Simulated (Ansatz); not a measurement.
**BeTe: Te → Cd**

The parent structure is BeTe in the zinc blende structure (space group F-43m, No. 216; a = 5.605 Å).

Now apply this change: full substitution Te → Cd; the structure is relaxed again.

Computed with plane-wave PAW DFT at the PBEsol level (Ansatz, a quantum-chemistry and plane-wave program, 420 eV), scalar-relativistic without spin-orbit coupling, earlier PAW set. Settings: 14×14×14 k-points, 0.05 eV Fermi–Dirac smearing, for the changed cell.

The volume per atom drops by 0.562 Å³, from 22.01 Å³ to 21.44 Å³ and the density falls by 0.45 g/cm³ to 4.70 g/cm³. The lattice parameter a drops by 0.0481 Å to 5.556 Å and the space group is still F-43m (No. 216). The shortest interatomic distance shrinks by 0.021 Å to 2.406 Å and the band gap becomes zero (base: 1.84 eV).

Final structure:

```
CELL_PARAMETERS angstrom
      0.00000     2.77823     2.77823
      2.77823     0.00000     2.77823
      2.77823     2.77823     0.00000
ATOMIC_POSITIONS crystal
  Cd 0.75000 0.75000 0.75000
  Be 0.00000 0.00000 0.00000
```

With Te present, leaving out spin-orbit coupling can change the band edges. No phonon test of stability was made. As relaxed here, BeCd is a hypothetical phase, not in the database extracts checked.
